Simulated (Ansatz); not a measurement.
Consider the following.

End structure of a constructed model of the (111) surface of fcc Cu, a pseudomorphic layer of Ag in the host's stacking (bottom of the slab: a bare face, its two planes held):

```
CELL_PARAMETERS angstrom
      2.56680     0.00000     0.00000
     -1.28340     2.22291     0.00000
      0.00000     0.00000    29.00000
ATOMIC_POSITIONS crystal
  Cu 0.33333 0.66667 0.27655
  Cu 0.66667 0.33333 0.34882
  Cu 0.00000 0.00000 0.42098
  Cu 0.33333 0.66667 0.49334
  Cu 0.66667 0.33333 0.56567
  Cu 0.00000 0.00000 0.63762
  Ag 0.33333 0.66667 0.72043
```

Model: 7-atom slab, 13.0 Å thick at the start with caps and adatoms (thin: gaps and levels are the slab's own), 17x17x1 mesh, Fermi-Dirac 0.1 eV, dipole correction, 2 atoms held, the rest relaxed; start symmetry kept, larger cells not searched; no spin, no spin-orbit, no U. In PBE it is, or lies within 0.01 eV a 1x1 cell of, the lowest of the 2 structures of its composition computed so far; subsurface sites and larger cells were not tried.

What work function of the top face does PBE run with Ansatz (a first-principles code) give?

4.74 eV
